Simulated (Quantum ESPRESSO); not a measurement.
Converging the plane-wave cutoff: Rb (Im-3m, 1 atom in the cell)

```yaml
crystal:
  lattice:
    - [2.83347, 2.83347, 2.83347]
    - [-2.83347, 2.83347, 2.83347]
    - [-2.83347, -2.83347, 2.83347]
  atoms:
    - { symbol: Rb, position: [0.00000, 0.00000, 0.00000] }
```

Method: LDA (PW92), PseudoDojo standard norm-conserving (LDA) pseudopotentials (plane waves; Quantum ESPRESSO).

Base settings: ecutwfc = 45 Ry; occupations = smearing; smearing = fd; degauss = 0.0073499 Ry; potentials = {Rb: Rb.upf}; K_POINTS = automatic 7 7 7 0 0 0; conv_thr = 1e-08 Ry.

The second cell is the first with its lattice scaled by 0.98.

The mesh stays at the base's, so the ladder's end is converged at best in this setting alone.

Only quantities that move along the ladder and can be compared are tabulated.

The count of work is k-points × plane waves × bands × iterations; it is no time. 

The starting cell has typed, rounded lattice constants, without a prior relaxation at this level. Its lattice was rescaled by up to half a per cent.

```tsv
ecutwfc	free energy less the last step's (meV/atom)	energy of the compressed cell less the first (meV/atom)	pressure (GPa)	count of work / last
15.5 Ry	5251.78	-6.36	-15.61	0.067
18 Ry	3449.45	-0.76	-13.18	0.068
20 Ry	2382.17	-5.27	-11.10	0.082
22 Ry	1605.71	-18.18	-9.00	0.093
25 Ry	828.59	-11.80	-6.08	0.11
27 Ry	511.53	-13.80	-4.49	0.13
31 Ry	171.30	-11.11	-2.26	0.16
36 Ry	33.23	-12.35	-0.94	0.19
40 Ry	6.58	-12.05	-0.55	0.23
45 Ry	1.15	-12.05	-0.43	0.27
50 Ry	0.96	-12.05	-0.42	0.32
54 Ry	0.80	-12.05	-0.42	0.35
61 Ry	0.47	-12.05	-0.42	0.43
68 Ry	0.42	-12.05	-0.42	0.50
79 Ry	0.25	-12.05	-0.42	0.63
90 Ry	0.07	-12.05	-0.42	0.76
108 Ry	0.00	-12.05	-0.42	1.0
```

Coarsest ecutwfc that holds the energy of the compressed cell less the first within 0.5 meV/atom of the last step, with all finer ones: 36 Ry, at 0.19 of the last step's count of work; the step before is off by 0.94 meV/atom.

Coarsest ecutwfc that holds the free energy within 2 meV/atom of the last step, with all finer ones: 45 Ry, at 0.27 of the last step's count of work; the step before is off by 6.6 meV/atom.

Coarsest ecutwfc that holds the pressure within 0.1 GPa of the last step, with all finer ones: 45 Ry, at 0.27 of the last step's count of work; the step before is off by 0.13 GPa.

The energy difference between the two cells stays within 1 meV/atom of the last step's from 31 Ry on, the total only from 50 Ry on: much of the error is common to both cells and cancels.

At the lowest cutoff the pressure lies 15.2 GPa under the last step's, the usual sign of Pulay stress in an incomplete plane-wave basis.
